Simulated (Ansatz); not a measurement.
Consider the following.

```xyz
2
Lattice="0.0544 2.7222 2.7222 2.7222 0.0544 2.7222 2.7766 2.7766 0.0000" Properties=species:S:1:pos:R:3 pbc="T T T"
Si     0.0000     0.0000     0.0137
Si     1.3883     1.3883     1.3474
```

No spin polarisation.

Computed with r2SCAN (Ansatz, a first-principles code; PAW; 500 eV plane waves; no spin-orbit coupling). k-mesh 10×10×10 (Γ-centred); smearing 0.05 eV (Fermi–Dirac).

Predict the gap character and smallest direct gap.


```json
{
 "gap_character": "indirect, Γ → X",
 "smallest_direct_gap": "2.32 eV"
}
```

The cells carry an imposed strain or load. No phonon test of stability was made. The cell was made from Si in the diamond structure (space group Fd-3m, No. 227) by this change: tensor shear ε_xy = +2.00 %.
